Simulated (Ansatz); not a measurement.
The reference is C in the graphite type structure (space group P6_3/mmc, No. 194; a = 2.458 Å, c = 6.565 Å; layered, stacked along the Cartesian z axis). Axes: x lies along a and z along c of the hexagonal cell.

The values are results of PBEsol-D3(BJ) (Ansatz, an electronic-structure program; PAW; 420 eV plane waves; no spin-orbit coupling), earlier PAW set, not measurements.

Strains are applied to the cell and any free atomic positions relax; under biaxial strain the out-of-plane vector relaxes too.

One change was made to it. Results:

```csv
quantity,base,after
"pressure (mean of the normal stresses, compression positive)",0.0 GPa,-8.6 GPa
band gap,zero,zero
```

Task: Which change produced these results?
(A) uniaxial strain ε_yy = +2.03 %
(B) isotropic strain +4.84 %
(C) biaxial strain −0.76 %, plane normal [001], relaxed out of plane
(D) biaxial strain +1.53 %, plane normal [001], relaxed out of plane

Result: A, uniaxial strain ε_yy = +2.03 %. For comparison, the pressure in the other runs: biaxial strain +1.53 %, plane normal [001], relaxed out of plane gives -12.7 GPa; biaxial strain −0.76 %, plane normal [001], relaxed out of plane gives 7.1 GPa; isotropic strain +4.84 % gives -32.6 GPa.

A case with no gap was solved on a k-mesh chosen for an insulator, which is coarse for it. Stability against distortions was not tested. Gaps under 0.05 eV, about the width of the smearing, are given as zero.
